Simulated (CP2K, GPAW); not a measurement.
A GPAW input for a self-consistent single point of In2Ni3S2 (R-3m, 7 atoms in the cell) (DFT PBEsol, plane waves, GPAW PAW datasets PBEsol (made by gpaw-setup)):

```python
from ase import Atoms
from ase.units import GPa
from gpaw import GPAW, PW, FermiDirac

atoms = Atoms(['In', 'In', 'Ni', 'Ni', 'Ni', 'S', 'S'],
              cell=[[2.734819, 1.578948, 4.570881],
                    [-2.734819, 1.578948, 4.570881],
                    [0.000000, -3.157897, 4.570881]],
              scaled_positions=[[0.500000, 0.500000, 0.500000],
                                [0.000000, 0.000000, 0.000000],
                                [0.500000, 0.000000, 0.000000],
                                [0.000000, 0.500000, 0.000000],
                                [0.000000, 0.000000, 0.500000],
                                [0.723079, 0.723079, 0.723079],
                                [0.276921, 0.276921, 0.276921]],
              pbc=True)

calc = GPAW(mode=PW(850),
            xc='PBEsol',
            kpts=(5, 5, 5),
            occupations=FermiDirac(0.136),
            nbands=-15,
            convergence={'density': 1e-05, 'energy': 1e-05},
            symmetry={'symmorphic': False, 'tolerance': 0.0005},
            maxiter=120,
            txt='-')

atoms.calc = calc

energy = atoms.get_potential_energy()
print('Energy (eV):', round(energy, 6))
forces = atoms.get_forces()
print('Forces (eV/Ang):')
print(forces.round(5))
stress = atoms.get_stress()
print('Stress (GPa, Voigt):', (stress / GPa).round(4))
```

Problem. Write the same calculation as an input for CP2K.

Solution. This is the input that was run; spellings and numerical settings could be chosen otherwise.

```
&GLOBAL
  PROJECT calc
  RUN_TYPE ENERGY_FORCE
  PRINT_LEVEL LOW
&END GLOBAL
&FORCE_EVAL
  METHOD Quickstep
  STRESS_TENSOR ANALYTICAL
  &DFT
    BASIS_SET_FILE_NAME BASIS_MOLOPT
    POTENTIAL_FILE_NAME GTH_POTENTIALS
    &QS
      METHOD GPW
      EPS_DEFAULT 1E-11
    &END QS
    &MGRID
      CUTOFF 600
      REL_CUTOFF 50
      NGRIDS 5
    &END MGRID
    &SCF
      SCF_GUESS ATOMIC
      EPS_SCF 1E-6
      MAX_SCF 100
      ADDED_MOS 15
      &DIAGONALIZATION
        ALGORITHM STANDARD
      &END DIAGONALIZATION
      &MIXING
        METHOD BROYDEN_MIXING
        ALPHA 0.2
        NBUFFER 12
        BETA 1
      &END MIXING
      &SMEAR ON
        METHOD FERMI_DIRAC
        ELECTRONIC_TEMPERATURE [K] 1578.21
      &END SMEAR
    &END SCF
    &KPOINTS
      SCHEME MONKHORST-PACK 5 5 5
    &END KPOINTS
    &XC
      &XC_FUNCTIONAL
        &PBE
          PARAMETRIZATION PBESOL
        &END PBE
      &END XC_FUNCTIONAL
    &END XC
    &PRINT
      &MO
        EIGENVALUES T
        OCCUPATION_NUMBERS T
        NDIGITS 8
        FILENAME mo
        &EACH
          QS_SCF 0
        &END EACH
        ADD_LAST NUMERIC
      &END MO
      &MULLIKEN OFF
      &END MULLIKEN
    &END PRINT
  &END DFT
  &SUBSYS
    &CELL
      ABC 5.55565200 5.55565183 5.55565186
      ALPHA_BETA_GAMMA 58.97831825 58.97831956 58.97831934
      PERIODIC XYZ
    &END CELL
    &COORD
      In       5.64100000     3.19011550     2.23862250
      In       0.00000000     0.00000000     0.00000000
      Ni       2.77782600     0.00000000     0.00000000
      Ni       1.43158700     2.38052000     0.00000000
      Ni       1.43158700     0.80959550     2.23862250
      S        8.15777728     4.61341105     3.23740184
      S        3.12422272     1.76681995     1.23984316
    &END COORD
    &KIND In
      BASIS_SET DZVP-MOLOPT-SR-GTH-q13
      POTENTIAL GTH-PBE-q13
    &END KIND
    &KIND Ni
      BASIS_SET DZVP-MOLOPT-SR-GTH-q18
      POTENTIAL GTH-PBE-q18
    &END KIND
    &KIND S
      BASIS_SET DZVP-MOLOPT-SR-GTH-q6
      POTENTIAL GTH-PBE-q6
    &END KIND
  &END SUBSYS
  &PRINT
    &FORCES ON
    &END FORCES
    &STRESS_TENSOR ON
    &END STRESS_TENSOR
  &END PRINT
&END FORCE_EVAL
```

Basis, cutoffs, solver keys and any potentials are the target program's own. This input uses DFT PBEsol, GPW, DZVP-MOLOPT-SR-GTH basis, GTH-PBE potentials (GTH_POTENTIALS).

The starting cell comes from a database of computed structures (which also holds hypothetical and non-ambient phases and stackings), without a prior relaxation at this level. Its lattice was rescaled by a random factor within 2.5 % of one.
